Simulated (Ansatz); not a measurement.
The parent structure is GaAs in the zinc blende structure (space group F-43m, No. 216).

```
CELL_PARAMETERS angstrom
      0.00000     2.83278     2.83278
      2.83278     0.00000     2.83278
      2.83278     2.83278     0.00000
ATOMIC_POSITIONS crystal
  As 0.75000 0.75000 0.75000
  Ga 0.00000 0.00000 0.00000
```

Calculations: DFT with r2SCAN, PAW potentials and a 500 eV plane-wave cutoff in Ansatz (a program for electronic structure), no spin-orbit coupling, earlier PAW set.

Base values:

```
Item                       Value
-------------------  -----------
Gap character        direct at Γ
Smallest direct gap      0.97 eV
Lattice parameter a     566.6 pm
```

Now apply this change: a hydrostatic pressure of 30 GPa.

Question: Predict the new gap character.

Answer: The gap character becomes indirect, Γ → X (base: direct at Γ).

Question: How does this affect the smallest direct gap?

Answer: The smallest direct gap grows by 2.05 eV (0.97 eV → 3.02 eV).

Question: Estimate the effect on the lattice parameter a.

Answer: The lattice parameter a drops by 43.74 pm, from 566.6 pm to 522.8 pm.

Load acts through the strain it causes; cell and atoms are relaxed under it. No phonon test of stability was made. Measured, GaAs leaves this structure (for a Cmcm phase) near 15 GPa (room temperature; as listed in arXiv:1906.07825).
